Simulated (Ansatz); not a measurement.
Ansatz (a quantum-chemistry and plane-wave program) run on MoRu (P-6m2, 2 atoms in the cell): self-consistent single point.

Method: LDA (PW92), harder PAW files (source: ansatz) made with PBE (plane waves; Ansatz).

```yaml
crystal:
  lattice:
    - [2.77741, 0.00000, 0.00000]
    - [-1.38871, 2.40531, 0.00000]
    - [0.00000, 0.00000, 4.46371]
  atoms:
    - { symbol: Mo, position: [0.66667, 0.33333, 0.00000] }
    - { symbol: Ru, position: [0.33333, 0.66667, 0.50000] }
```

Reference input (self-consistent single point, DFT, LDA (PW92), plane waves, harder PAW files (source: ansatz) made with PBE): basis.ecutwfc = 660 eV; kpoints.mp_grid.grid = 11 11 6; hamiltonian.xc = lda; hamiltonian.pseudopotentials = {kind: paw, source: ansatz}; scf.occupations.method = cold; scf.occupations.width = 0.1 eV. This run's input differs from it in these lines:

Ansatz 0.2 input:
```diff
@@ -10,3 +10,3 @@
 basis:
-  ecutwfc: 660.0 eV
+  ecutwfc: 990.0 eV
 kpoints:
```

The program printed (abridged):

```
SCF iter   1: F=—  HF=-10604.131586 eV  |F-HF|=—  |Δ(HF+E_count)|=         —  Δρ=1.25e-1  dr2=4.67e0  ethr=3.10e-3  ⟨swp⟩=4.2  Hψ=4935  notcnv=0
all-band conjugate gradients solve this SCF's bands
preconditioner: auto → none
SCF iter   2: F=—  HF=-10603.052677 eV  |F-HF|=—  |Δ(HF+E_count)|=    1.08e0  S|Δr|=    0.00e0  Δρ=6.72e-2  dr2=1.28e0  ethr=3.10e-3  ⟨swp⟩=2.3  Hψ=2524  notcnv=0  defer=7
   [... lines left out ...]
SCF iter   5: F=—  HF=-10602.674870 eV  |F-HF|=—  |Δ(HF+E_count)|=   1.45e-4  S|Δr|=    0.00e0  Δρ=3.48e-4  dr2=8.46e-5  ethr=3.25e-6  ⟨swp⟩=2.4  Hψ=1822  notcnv=0  defer=7
SCF iter   6: F=—  HF=-10602.674851 eV  |F-HF|=—  |Δ(HF+E_count)|=   1.96e-5  S|Δr|=    0.00e0  Δρ=6.70e-5  dr2=5.62e-7  ethr=2.82e-7  ⟨swp⟩=1.5  Hψ=1390  notcnv=0  defer=7
SCF iter   7: F=-10602.674851 eV  HF=-10602.674851 eV  |F-HF|=2.60e-9  |Δ(HF+E_count)|=   6.23e-8  S|Δr|=    0.00e0  Δρ=2.17e-5  dr2=2.92e-8  ethr=3.33e-10  ⟨swp⟩=6.4  Hψ=5739  notcnv=0
SCF 1 converged in 7 iterations: F = -10602.674851 eV  dr2 = 2.92e-8
Stability not checked (fill_not_monotonic)
Free energy (F): -10602.674851 eV
Internal energy: -10602.673929 eV  (E = F + TS)
E sigma→0 (E₀):  -10602.674543 eV
Entropy (-TS):   -0.000922 eV (-0.461 meV/atom)
Fermi energy:    20.956966 eV
--- Forces (eV/Å), atoms counted from 1 ---
  atom   1  Mo     0.00000000    -0.00000000     0.00000000
  atom   2  Ru     0.00000000     0.00000000     0.00000000
--- Stress (GPa, compression-positive) ---
      -15.301015       0.000000       0.000000
        0.000000     -15.301015       0.000000
        0.000000       0.000000     -18.462086
  P = ⅓ Tr σ = -16.3547 GPa (-163.547 kbar)
  The stress holds the Pulay correction. Without it, at fixed plane waves, as pw.x and ABINIT print it: P = -16.4062 GPa
```

The run converged in 7 iterations. Against the reference run the free energy falls by 2.6 meV/atom and the pressure moves little (-16.36 to -16.35 GPa).

The starting cell comes from a database of computed structures (which also holds hypothetical and non-ambient phases and stackings), without a prior relaxation at this level. Spin polarisation is off. Ansatz's pressure includes its estimate of the finite-basis (Pulay) stress.
